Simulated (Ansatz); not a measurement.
The reference is SrHfO3 in the cubic perovskite structure (space group Pm-3m, No. 221; a = 4.106 Å).

Computed with PBEsol, PAW, 420 eV (Ansatz, an electronic-structure program; scalar-relativistic without spin-orbit coupling), earlier PAW set.

One change was made to it. Results:

| quantity | base | after |
|---|---|---|
| band gap | 3.72 eV | 3.77 eV |
| smallest direct gap | 3.90 eV | 3.89 eV |
| electron mass (degenerate bands, along [100]) | 0.33, 0.33, 2.0 mₑ (at Γ) | 0.33, 0.33, 1.9 mₑ (at Γ) |
| lattice parameter a | 4.106 Å | 4.069 Å |

Task: Which change produced these results?
(A) pressure 0.3 GPa
(B) pressure 5 GPa
(C) pressure 1.5 GPa

Result: B, pressure 5 GPa. For comparison, the electron mass in the other runs: pressure 0.3 GPa gives 0.33, 0.33, 2.0 mₑ (at Γ); pressure 1.5 GPa gives 0.33, 0.33, 2.0 mₑ (at Γ).

Spin-orbit coupling, missing from the scalar runs, can matter with Hf. Load acts through the strain it causes; cell and atoms are relaxed under it. Masses are band curvatures over ±0.01 Å⁻¹ around the edge. Stability against distortions was not tested. Competing high-pressure phases were not computed. Many cubic perovskites are stable only at high temperature; tilts and polar distortions were not tested.
